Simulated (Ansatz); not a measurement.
An Ansatz (a first-principles code) run: GaP with a change (uniaxial stress, 1 GPa tension along z); PBEsol (Ansatz; PAW; 420 eV plane waves; without spin-orbit coupling).

Input:

Ansatz 0.2 input:
```yaml
crystal:
  lattice:
    - [0, 2.7192335912, 2.7192335912]
    - [2.7192335912, 0, 2.7192335912]
    - [2.7192335912, 2.7192335912, 0]
  atoms:
    - { symbol: P, position: [0.75, 0.75, 0.75] }
    - { symbol: Ga, position: [0, 0, 0] }
basis: { ecutwfc: 420, ecutrho_ratio: 4, xc_grid: 2, fft_grid_basis: typed }
kpoints: { mp_grid: { grid: [11, 11, 11] } }
hamiltonian:
  xc: pbesol
  dispersion: none
  pseudopotentials: { kind: paw }
scf: { occupations: { method: fermi_dirac, width: 0.05 } }
relax: { f_tol: 0.005, max_steps: 50, cell: { stress_tol: 0.01, sigma_target: [0, 0, -1, 0, 0, 0] } }
output: { forces: true, stress: true }
checkpoint: { write: state.ck, write_every: 1000 }
```

Output (explanatory and most iteration lines left out):

```
Relaxation: its limit of steps is 50 (relax.max_steps)
Pseudopotential: P, paw, valence charge 5
Pseudopotential: Ga, paw, valence charge 13
Crystal: 2 atoms, lattice volume = 40.213 Å³
Basis set: ecut = 420 eV, 749 PW (Γ), exchange–correlation on 54×54×54 points (8 copies of the dense FFT grid, shifted against one another)
Bands: 13, of which v1, the nominal top of the filled ones, is band 9 counted from 1 (8 counted from 0)
Symmetry: 8 space group operations
k-points: 126 of 1331 (time reversal used)
Functional: x = pbesol(κ = 0.804, μ = 0.12345679012345678), c = pbesol(β = 0.046)
SCF iter   1: F=—  HF=-4484.062442 eV  |F-HF|=—  |Δ(HF+E_count)|=         —  Δρ=4.54e-3  dr2=1.34e-2  ethr=1.77e-3  ⟨swp⟩=6.3  Hψ=10953  notcnv=0
SCF iter   2: F=—  HF=-4484.057452 eV  |F-HF|=—  |Δ(HF+E_count)|=   4.99e-3  Δρ=1.75e-3  dr2=9.72e-4  ethr=7.46e-5  ⟨swp⟩=2.2  Hψ=3535  notcnv=0
SCF 1 converged in 6 iterations: F = -4484.057263 eV  dr2 = 1.34e-8
relax step   1: F+E_penalty+E_count = -4484.05726322 eV  Δ(F+E_penalty+E_count) = +0.000e0 eV  max|allowed force component| = 1.388e-16 eV/Å  Δτ_max = 0.0000 Å  P = +0.003 GPa  Ω = 40.213 Å³  (6 SCF iters, dr2 threshold 1.00e-7 eV, accepted)
[... steps on the carried basis left out ...]
relax step   5: F+E_penalty+E_count = -4484.05602206 eV  Δ(F+E_penalty+E_count) = -5.044e-5 eV  max|allowed force component| = 1.058e-16 eV/Å  Δτ_max = 0.0000 Å  P = -0.333 GPa  Ω = 40.372 Å³  stress off target by 3.48e-3 GPa  SCF on the basis re-selected at this cell (its energy is not comparable with the rows above)  (6 SCF iters)
SCF converged after 6 iterations
Free energy (F): -4484.056022 eV
Internal energy: -4484.056022 eV  (E = F + TS)
E sigma→0 (E₀):  -4484.056022 eV
Fermi energy:    7.746030 eV
--- Forces (eV/Å), atoms counted from 1 ---
  atom   1  P      0.00000000    -0.00000000     0.00000000
  atom   2  Ga    -0.00000000     0.00000000    -0.00000000
--- Stress (GPa, compression-positive) ---
       -0.000689       0.000000      -0.000000
        0.000000      -0.000689       0.000000
       -0.000000       0.000000      -0.996523
  P = ⅓ Tr σ = -0.3326 GPa (-3.326 kbar)
--- Relaxed structure (4 steps of the walk, 4 accepted, 1 SCFs on fresh bases) ---
  cell:  # Å, volume = 40.3720 Å³
    - [-1.3375351586350926e-34, 2.710978189521438, 2.7466177879830362]
    - [2.710978189521438, 4.891557151579766e-33, 2.7466177879830362]
    - [2.710978189521438, 2.710978189521438, 4.604942474729389e-33]
  atoms:
    - { symbol: P, position: [0.75, 0.75, 0.7500000000000002] }
    - { symbol: Ga, position: [5.643963171829981e-34, -5.466897660556884e-34, -5.688229549648256e-34] }
```

Load acts through the strain it causes; cell and atoms are relaxed under it. sigma_target is in GPa, compression positive, in the order xx, yy, zz, yz, xz, xy. Stability under load was not tested beyond the relaxation. The cell was made from GaP in the zinc blende structure (space group F-43m, No. 216) by this change: uniaxial stress, 1 GPa tension along z.
